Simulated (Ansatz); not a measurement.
A computed series for Au: response to strain

Base system: Au in the fcc (Cu type) structure (space group Fm-3m, No. 225; a = 4.083 Å; relaxed with 0.1 eV smearing). Axes: x, y, z lie along the cube axes.

Strains are applied to the cell and any free atomic positions relax; under biaxial strain the out-of-plane vector relaxes too.

Method: PBEsol (Ansatz, a quantum-chemistry and plane-wave program; PAW; 420 eV plane waves; spin-orbit coupling left out).

Notes on the quantities. energy relative to the base: free energy F; in-plane stress: mean in-plane stress (compression positive).

| case | energy relative to the base | in-plane stress | volume per atom |
|---|---|---|---|
| base | 0 meV/atom | – | 17.02 Å³ |
| biaxial strain −2.08 %, plane normal [111], relaxed out of plane | +9.2 meV/atom | +4.3 GPa | 16.79 Å³ |
| biaxial strain −1.67 %, plane normal [111], relaxed out of plane | +5.9 meV/atom | +3.4 GPa | 16.83 Å³ |
| biaxial strain −1.25 %, plane normal [111], relaxed out of plane | +3.2 meV/atom | +2.5 GPa | 16.87 Å³ |
| biaxial strain −0.42 %, plane normal [111], relaxed out of plane | ___ | ___ | ___ |
| biaxial strain +0.42 %, plane normal [111], relaxed out of plane | +0.3 meV/atom | -0.7 GPa | 17.07 Å³ |
| biaxial strain +0.83 %, plane normal [111], relaxed out of plane | +1.2 meV/atom | -1.4 GPa | 17.11 Å³ |
| biaxial strain +1.25 %, plane normal [111], relaxed out of plane | +2.7 meV/atom | -1.9 GPa | 17.16 Å³ |
| biaxial strain +1.67 %, plane normal [111], relaxed out of plane | +4.6 meV/atom | -2.4 GPa | 17.20 Å³ |
| biaxial strain +2.08 %, plane normal [111], relaxed out of plane | +6.8 meV/atom | -2.7 GPa | 17.24 Å³ |

**Question.** Complete the table.

**Answer.** 
- biaxial strain −0.42 %, plane normal [111], relaxed out of plane, energy relative to the base: +0.4 meV/atom
- biaxial strain −0.42 %, plane normal [111], relaxed out of plane, in-plane stress: +0.8 GPa
- biaxial strain −0.42 %, plane normal [111], relaxed out of plane, volume per atom: 16.97 Å³

No phonon test of stability was made.
